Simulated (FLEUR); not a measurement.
FLEUR run on Co3ReB4 (Pm, 8 atoms in the cell): self-consistent single point.

Level of theory: PBEsol, all-electron FLAPW (FLEUR), scalar-relativistic valence.

The change in words: lattice scaled by 0.98. Reference geometry:
```
CELL_PARAMETERS angstrom
      4.12595     0.00000     0.00000
      0.00000     3.03195     0.00000
     -0.13336     0.00000     5.41320
ATOMIC_POSITIONS crystal
  Co 0.86977 0.00000 0.17346
  Co 0.37156 0.50000 0.32008
  Co 0.12718 0.50000 0.82626
  Re 0.63063 0.00000 0.67922
  B  0.12836 0.00000 0.52039
  B  0.36690 0.00000 0.04471
  B  0.90009 0.50000 0.45031
  B  0.60551 0.50000 0.98557
```

Reference input (self-consistent single point, DFT, PBEsol, all-electron FLAPW (FLEUR), scalar-relativistic valence): Kmax = 4.3 1/bohr; GmaxXC = 17.2 1/bohr; xcFunctional = PBEs; jspins = 1; l_soc = F; mode = gauss; fermiSmearingEnergy = 0.00183747 Htr; mesh (inpgen div1-3) = 5 7 4; inpgen gamma flag = true; Gmax = 17.2 1/bohr; numbands = 0; maxIterBroyd = 40. This run's input differs from it in these lines:

```diff
@@ -3,5 +3,5 @@
 &input film=f /
-7.7969155039 0.0000000000 0.0000000000
-0.0000000000 5.7295551236 0.0000000000
--0.2520214349 0.0000000000 10.2294597886
+7.6409771938 0.0000000000 0.0000000000
+0.0000000000 5.6149640211 0.0000000000
+-0.2469815353 0.0000000000 10.0248704795
 1.0
@@ -50,5 +50,5 @@
          <bravaisMatrix>
-            <row-1>    7.7969155039000002     0.0000000000000000     0.0000000000000000</row-1>
-            <row-2>    0.0000000000000000     5.7295551236000000     0.0000000000000000</row-2>
-            <row-3>   -0.2520214349000000     0.0000000000000000    10.2294597885999998</row-3>
+            <row-1>    7.6409771938000004     0.0000000000000000     0.0000000000000000</row-1>
+            <row-2>    0.0000000000000000     5.6149640210999996     0.0000000000000000</row-2>
+            <row-3>   -0.2469815353000000     0.0000000000000000    10.0248704795000005</row-3>
          </bravaisMatrix>
```

The program printed (abridged):

```
 Iteration:     1   Distance:      20.42328563 me/bohr^3
 Iteration:     2   Distance:      17.73362009 me/bohr^3
 Iteration:     3   Distance:      14.03754233 me/bohr^3
 Iteration:     4   Distance:      11.25149304 me/bohr^3
 Iteration:     5   Distance:       8.56911512 me/bohr^3
   [... 15 lines left out ...]
 Iteration:    21   Distance:       0.00008424 me/bohr^3
 Iteration:    22   Distance:       0.00007605 me/bohr^3
 Iteration:    23   Distance:       0.00002002 me/bohr^3
 Iteration:    24   Distance:       0.00000584 me/bohr^3
 Reset of history
 Run finished successfully
 Stop message:
   Structural relaxation: new displacements generated

[file out, last iteration]
             iter=     25
[...]
          total density-effective poten   -3.5899337347E+04
          total charge density-energy d   -5.1994845449E+02
 Updated energy parameters for spin:           1
[...]
 fermi energy and band-weighting factors:

[...]
FERMIE:
          first approx. to ef    (T=0)  :   0.555577 htr   (energy of the highest occ. eigenvalue)
          number of occ. states  (T=0)  :       1585
          first approx. to seigv (T=0)  : -20.866931 htr
          sum of weights of occ. states :  36.014286
          sum of semicore charge        :   0.000000 e
          fermi energy=   0.55596 har   work function= -15.12836 ev
          number of valence electrons=  72.00001
   [... lines left out ...]
          total moment                 =     0.00000
 Direct bandgap for spin            1 :    6.2634128381126031E-003  Htr
   [... lines left out ...]
          total charge for spin  1=   72.000009
          interst. charge =      11.696912
          mt charge=             13.641341   13.678770   13.619537   12.770075
          mt charge=              1.662546    1.618775    1.651271    1.660783
          total charge  =   72.000009
               n    l     j    energy       weight
          atom type    1  (spin 1)
          0.00296503  electrons lost from core.
```

The run converged in 24 iterations. FLEUR gives forces in its relaxation mode, with a further iteration, so its stop message speaks of a relaxation. Against the reference run the total energy goes up by 1.2 meV/atom and the largest force goes from 0.078 to 0.284 eV/Å.

The starting cell comes from a database of computed structures (which also holds hypothetical and non-ambient phases and stackings), without a prior relaxation at this level. For this run, on top of that: lattice scaled by 0.98. Spin-orbit coupling is off. Spin polarisation is off. Values depend on the basis (sphere radii, cutoffs, local orbitals), which need not be converged. The log's line on a gap gives a spacing of levels on this mesh, which the program prints for metals too.

Cost on one core of a shared machine: roughly 7 min.
